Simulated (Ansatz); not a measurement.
Slab thickness and the (0001) surface of hcp Mg: the same face, mesh and vacuum, all atoms relaxed in the 1x1 cell under the symmetry of the ideal cut; the real face may buckle or reconstruct.

All values below come from PBE (plane waves to 420 eV, PAW; Ansatz, a quantum-chemistry and plane-wave program).

```csv
atoms,thickness (Å),γ (J/m²),"work function, top face (eV)",rough cost
3,5.3,[?],[?],around 10 core-seconds (rough)
5,10.5,[?],[?],roughly 40 core-seconds
7,15.7,0.52,3.68,around 26 core-seconds (rough)
9,20.9,0.54,[?],very roughly 40 core-seconds
```

Problem. Some entries are withheld; supply them.

Solution. 
- 3, γ (J/m²): 0.55
- 3, work function, top face (eV): 3.80
- 5, γ (J/m²): 0.53
- 5, work function, top face (eV): 3.71
- 9, work function, top face (eV): 3.69
